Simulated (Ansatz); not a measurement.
System: Mo vacancy in bcc Mo (neutral cell). The step: one Mo atom jumps into the vacancy from a nearby Mo site; the atom moves 2.70 Å along (-0.49, -0.49, 0.49) of the unit cell; the moving atom starts with neighbours 2 Mo at 2.71, 3 Mo at 2.74, 2 Mo at 2.74, 3 Mo at 3.14, 2 Mo at 3.17, Mo at 3.19 Å and ends with 2 Mo at 2.71, 3 Mo at 2.74, 2 Mo at 2.74, 3 Mo at 3.14, 2 Mo at 3.17, Mo at 3.19 Å. A PBE band in Ansatz (plane-wave PAW, a 2×2×3 k-point mesh shifted by half a step, 36 host sites, 37 SCF runs with any check of the saddle's order, static, no finite-size correction) gives a forward barrier of 1.20 eV. The saddle point's order was not checked, and it lies on a symmetry element of the cell, where a band can be held. Forms of the defect that were not tried may lie lower.

Single points at the band's start and saddle point can refine it. Rough cost of one point, in units of the band's mean SCF on the same machine:

| Level | Cost of one point |
|---|---|
| PBE, a 3×3×5 k-point mesh shifted by half a step | about 2 |
| r2SCAN at 500 eV, a 2×2×3 k-point mesh shifted by half a step | under 2 |

Problem. Which of these move the barrier by more than 0.1 eV, and how far does each move it?

Solution. Not one does. PBE, a 3×3×5 k-point mesh shifted by half a step: -0.05 eV; r2SCAN at 500 eV, a 2×2×3 k-point mesh shifted by half a step: +0.08 eV. Each functional is compared with PBE at the same k-points.

Ansatz is an electronic-structure program.
